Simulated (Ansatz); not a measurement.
Base system: GaAs in the zinc blende structure (space group F-43m, No. 216; a = 5.667 Å). Axes: x, y, z lie along the cube axes.

The values are results of Ansatz (an electronic-structure program), r2SCAN, PAW, cutoff 500 eV, without spin-orbit coupling, not measurements.

Strains are applied to the cell and any free atomic positions relax; under biaxial strain the out-of-plane vector relaxes too.

One change was made to it. Results:

The band gap goes up by 0.22 eV, from 0.96 eV to 1.18 eV; the electron mass goes from 0.051 mₑ (at Γ) to 0.061 mₑ (at Γ); the energy rises by 4.0 meV/atom.

Name the change that was made.
A. uniaxial strain ε_zz = +2.59 %
B. biaxial strain −2.23 %, plane normal [001], relaxed out of plane
C. isotropic strain −0.91 %

C, isotropic strain −0.91 %. For comparison, the band gap in the other runs: uniaxial strain ε_zz = +2.59 % gives 0.70 eV; biaxial strain −2.23 %, plane normal [001], relaxed out of plane gives 1.07 eV.

Masses are band curvatures over ±0.01 Å⁻¹ around the edge. No phonon test of stability was made.
